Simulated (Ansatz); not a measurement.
# Response to strain in Ag

Base system: Ag in the fcc (Cu type) structure (space group Fm-3m, No. 225; relaxed with 0.1 eV smearing).

```
Ag
1.0
    0.00000     2.02691     2.02691
    2.02691     0.00000     2.02691
    2.02691     2.02691     0.00000
Ag
1
Direct
  0.00000   0.00000   0.00000
```

Cartesian axes are those of the cell as printed.

Strains are applied to the cell and any free atomic positions relax; under biaxial strain the out-of-plane vector relaxes too.

Level of theory: plane-wave PAW DFT at the PBEsol level (Ansatz, a quantum-chemistry and plane-wave program, 420 eV), scalar-relativistic without spin-orbit coupling.

Notes on the quantities. energy relative to the base: free energy F.

| biaxial strain, plane normal [111], relaxed out of plane (%) | energy relative to the base (meV/atom) |
|---|---|
| 0 | 0.0 |
| 0.42 | 0.4 |
| 0.83 | 1.4 |
| 1.25 | ? |
| 1.67 | 5.4 |
| 2.08 | 8.2 |
| 2.5 | 11.6 |

### Question
Fit ΔE = Aε² + Bε³ (ε in %) to the rows shown and predict the withheld row.

### Answer
Least squares on the printed values gives A = 2.10 and B = -0.099 meV/atom (largest residual 0.0 meV/atom); this predicts 3.1 meV/atom, and the run gives 3.1 meV/atom, in agreement.

Whether these cells are dynamically stable was not tested.
